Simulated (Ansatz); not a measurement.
Start from PbO (space group P4/nmm, No. 129; a = 4.0343 Å, c = 4.9948 Å; layered, stacked along the Cartesian z axis).

Level of theory: PBE-D3(BJ), PAW, 420 eV (Ansatz, an electronic-structure program; no SOC).

For the base:

The pressure is 0.00 GPa.

One thing is altered: every lattice vector is stretched by 0.64 %; the atoms relax in the strained cell.

Problem. Estimate the effect on the energy relative to the base.

Solution. The energy rises by 0.8 meV/atom.

Problem. Estimate the effect on the largest internal atomic displacement.

Solution. The largest internal atomic displacement comes out as 0.016 Å.

Problem. Predict the new pressure.

Solution. The pressure (mean of the normal stresses, compression positive) goes from zero to -0.67 GPa.

Stability against distortions was not tested. The program warned that a D3 coordination switch lies within reach, so dispersion energies are less smooth here.
